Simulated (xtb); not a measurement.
xtb 6.7.1, GFN2-xTB: Pt(SH)2(en) ([SH][Pt]1([SH])<-[NH2]CC[NH2]->1), 17 atoms. The geometry is a generated start, not checked to be a minimum at this level.

```
Property                                                                                                        Value
------------------------  -------------------------------------------------------------------------------------------
method                                                                                                       GFN2-xTB
--acc                                                                                                     1 (default)
--etemp (K)                                                                                             300 (default)
detailed input (--input)  none: ANC optimiser, Lindh (1995) Hessian, microcycle=20, maxdispl=1.0, hlow=0.01 (default)
basis functions                                                                                                    56
valence electrons                                                                                                  50
```

```xyz
17

Pt    -1.4171     0.2797     0.0402
S     -3.2767    -1.0482     0.1778
H     -2.8854    -1.7879    -0.8703
S     -2.6758     2.1784     0.0438
H     -1.7477     2.9204    -0.5743
C      1.3348    -0.9801    -0.2328
C      1.5775     0.3679     0.4521
N      0.5611     1.3246     0.0165
N     -0.0032    -1.4591     0.1119
H      2.1219    -1.6858     0.0618
H      1.3822    -0.8463    -1.3178
H      2.5962     0.7151     0.2320
H      1.4877     0.2399     1.5341
H      0.7435     1.6400    -0.9353
H      0.5254     2.1400     0.6246
H     -0.0457    -1.7401     1.0899
H     -0.2785    -2.2586    -0.4543
```

Charge 0 and multiplicity 1 are set for this test and not shown to be the ground state.

The structure is relaxed from this start with --opt LEVEL for the levels crude, sloppy, loose, lax, normal, tight, vtight, extreme, once each. Up to the end of the extreme run atoms move by at most 1.7 Å along an axis.

Q: Choose the cheapest level whose final energy lies within 5 meV of that of extreme.

A: normal: 85 cycles against 97, ending 0.32 meV above.

```json
[
 {"level": "crude", "cycles": "1", "energy above the extreme run (meV)": "280", "gradient norm (eV/Å)": "0.19"},
 {"level": "sloppy", "cycles": "1", "energy above the extreme run (meV)": "280", "gradient norm (eV/Å)": "0.19"},
 {"level": "loose", "cycles": "1", "energy above the extreme run (meV)": "280", "gradient norm (eV/Å)": "0.19"},
 {"level": "lax", "cycles": "37", "energy above the extreme run (meV)": "81", "gradient norm (eV/Å)": "0.077"},
 {"level": "normal", "cycles": "85", "energy above the extreme run (meV)": "0.32", "gradient norm (eV/Å)": "0.030"},
 {"level": "tight", "cycles": "91", "energy above the extreme run (meV)": "0.024", "gradient norm (eV/Å)": "0.013"},
 {"level": "vtight", "cycles": "94", "energy above the extreme run (meV)": "under 0.01", "gradient norm (eV/Å)": "0.0036"},
 {"level": "extreme", "cycles": "97", "energy above the extreme run (meV)": "—", "gradient norm (eV/Å)": "0.0023"}
]
```
